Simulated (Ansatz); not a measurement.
Results of r²SCAN+U in Ansatz (PAW) for cubic perovskite SrVO3.

Numerical settings: plane-wave cutoff 600 eV, 10×10×10 k mesh, Fermi–Dirac smearing 0.1 eV, U_eff V 3.25 eV, finite displacements, no spin polarisation, scalar-relativistic PAW data made under PBE.

Computed at the level's own relaxed cell.

```xyz
5
Lattice="3.8339 0.0000 0.0000 0.0000 3.8339 0.0000 0.0000 0.0000 3.8339" Properties=species:S:1:pos:R:3 pbc="T T T"
Sr     0.0000     0.0000     0.0000
V      1.9170     1.9170     1.9170
O      1.9170     0.0000     1.9170
O      0.0000     1.9170     1.9170
O      1.9170     1.9170     0.0000
```

Harmonic phonon frequencies (cm⁻¹; i marks an imaginary mode):

```
q point                                            frequencies
-------  -----------------------------------------------------
Γ        0 0 0 168 168 168 345 345 345 346 346 346 572 572 572
```

Ansatz is an electronic-structure program.
